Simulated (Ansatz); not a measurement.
An ideal cubic perovskite cell is held by its symmetry; such compounds can tilt or shift off centre at room temperature. The starting structures come from a database of crystals and need not be the phases stable at ambient conditions.

 Where the default PAW files enter, the runs use the earlier of Ansatz's two default sets.

Evanescent states of Li3BrO (Pm-3m, anti-perovskite, not sure to be the ambient phase, 5 atoms a cell, 12.3 Å³ an atom) along the normal of (001)

Method: PBEsol (plane waves, PAW; Ansatz, a first-principles code).

No gap correction and no spin-orbit coupling; mid-gap values are interpolated between computed energies.

Energies count from the valence-band top; κ is the least over a 8×8 mesh across the current.

| E (eV) | κ (1/Å) | where |
|---|---|---|
| 0.10 | 0.141 | off Γ |
| 0.30 | 0.236 | off Γ |
| 0.50 | 0.296 | off Γ |
| 0.70 | 0.319 | off Γ |
| 0.90 | 0.319 | off Γ |
| 1.10 | (withheld) | off Γ |
| 1.30 | (withheld) | off Γ |
| 1.50 | (withheld) | off Γ |
| 1.70 | (withheld) | off Γ |
| 1.90 | (withheld) | off Γ |
| 2.10 | (withheld) | off Γ |
| 2.30 | (withheld) | off Γ |
| 2.50 | (withheld) | off Γ |
| 2.70 | (withheld) | off Γ |
| 2.90 | (withheld) | off Γ |
| 3.10 | 0.236 | off Γ |
| 3.30 | (withheld) | off Γ |
| 3.50 | 0.199 | off Γ |
| 3.70 | 0.175 | off Γ |
| 3.90 | 0.145 | off Γ |
| 4.10 | 0.105 | off Γ |
| 4.30 | 0.020 | off Γ |

Task: Fill in the missing entries.

Result: 
- 1.10, κ (1/Å): 0.318
- 1.30, κ (1/Å): 0.316
- 1.50, κ (1/Å): 0.312
- 1.70, κ (1/Å): 0.307
- 1.90, κ (1/Å): 0.301
- 2.10, κ (1/Å): 0.294
- 2.30, κ (1/Å): 0.286
- 2.50, κ (1/Å): 0.276
- 2.70, κ (1/Å): 0.264
- 2.90, κ (1/Å): 0.251
- 3.30, κ (1/Å): 0.219
